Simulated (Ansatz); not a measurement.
The starting structures come from a database of crystals and need not be the phases stable at ambient conditions.

 Where the default PAW files enter, the runs use the earlier of Ansatz's two default sets.

Tunnelling through a barrier is set by its complex band structure: the current falls as exp(−2κd) with the smallest κ.

Input:

```xyz
28
Lattice="3.2258 0.0000 0.0000 0.0000 14.4505 0.0000 0.0000 6.5884 7.1971" Properties=species:S:1:pos:R:3 pbc="T T T"
Hf     0.8065     8.0259     6.7995
Hf     2.4194    13.0130     0.3976
Hf     2.4194    14.3365     5.8002
Hf     0.8065     6.7025     1.3969
Hf     0.8065    11.9509     3.6906
Hf     2.4194     9.0880     3.5065
Hf     2.4194     3.3287     2.1645
Hf     0.8065    17.7102     5.0326
Hf     0.8065    14.7946     2.6892
Hf     2.4194     6.2444     4.5079
Hf     2.4194    11.1652     6.6174
Hf     0.8065     9.8737     0.5797
N      0.8065    12.7409     1.6780
N      2.4194     8.2980     5.5191
N      2.4194     5.4031     1.5551
N      0.8065    15.6358     5.6421
N      2.4194    10.9677     4.5568
N      0.8065    10.0712     2.6403
N      0.8065    16.8297     3.0676
N      2.4194     4.2092     4.1296
N      2.4194    15.2398     1.1453
N      0.8065     5.7991     6.0519
N      0.8065    12.7424     6.3100
N      2.4194     8.2965     0.8872
N      2.4194    13.7800     3.7696
N      0.8065     7.2589     3.4276
N      0.8065     3.4113     0.3357
N      2.4194    17.6277     6.8615
```

Space group of this cell: Pnma. The cell is taken as given; by r2SCAN its mean pressure is 2.4 GPa.

Transport runs along the normal of the first two printed cell vectors.

The gap is the functional's own. No spin-orbit coupling. Mid-gap values are interpolated on the energy grid.

**Question.** State the band gap and the smallest decay constant κ at mid-gap according to r2SCAN run with Ansatz (a first-principles code).

**Answer.** Gap 1.37 eV on a 10×4×4 mesh; κ = 0.223 1/Å, at the zone centre.
